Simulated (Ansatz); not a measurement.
Effective masses and thermopower of monolayer As

Consider the following.

```yaml
crystal:
  lattice:
    - [3.60509, 0.00000, 0.00000]
    - [-1.80254, 3.12210, 0.00000]
    - [0.00000, 0.00000, 17.27314]
  atoms:
    - { symbol: As, position: [0.66667, 0.33333, 0.54026] }
    - { symbol: As, position: [0.33333, 0.66667, 0.45974] }
```

Method: PBE with spin-orbit coupling, rigid bands (plane waves, PAW; Ansatz, a quantum-chemistry and plane-wave program). Condition of this run: spin-orbit coupling switched on. Cell: cell and atoms relaxed with PBE.

| Quantity | Value |
|---|---|
| band gap | 1.50 eV |
| electron conductivity mass (300 K, dilute) | 0.24 mₑ |
| hole conductivity mass (300 K, dilute) | 0.183 mₑ |
| effective density of states N_c (300 K) | 1.8e13 cm⁻² |
| effective density of states N_v (300 K) | 1.7e12 cm⁻² |
| Seebeck coefficient, n-type 1.7e12 cm⁻², 300 K | -373 μV/K |
| Seebeck coefficient, p-type 1.7e12 cm⁻², 300 K | 161 μV/K |

Rigid bands; masses and Seebeck coefficients take one relaxation time τ for all states and one kind of carrier; polarons and phonon drag are left out.
